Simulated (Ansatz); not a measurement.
Formation energy of the bound charge states of O interstitial in rock-salt MgO (start: void with 4Mg4O nearest; 64-site cell, 2×2×2 shifted sampling) against the Fermi level, Mg-rich (Δμ(O) = -5.37 eV; only phases computed here count, gases as isolated molecules at 0 K). Method: PBE, PAW (plane waves to 420 eV; Ansatz, a program for electronic structure).

Set-up: 64-site cell; 2×2×2 shifted k-points; host gap 4.46 eV; charged states image-corrected; finite-size errors of tenths of an eV; flagged in the runs: a doubtful potential alignment, a strain field that reaches the edge of the cell.

Left out: charge +1 (carrier in host band states).

```tsv
E_F − E_VBM (eV)	q = 0	q = −1	q = −2
0.00	7.87	11.67	15.05
0.56	7.87	11.11	13.93
1.12	7.87	10.56	12.82
1.67	7.87	10.00	11.70
2.23	7.87	9.44	10.59
2.79	7.87	8.88	9.47
3.35	7.87	8.33	8.36
3.90	7.87	7.77	7.24
4.46	7.87	7.21	6.13
```

Crossings of the lowest lines: (0/−2) at 3.59 eV.
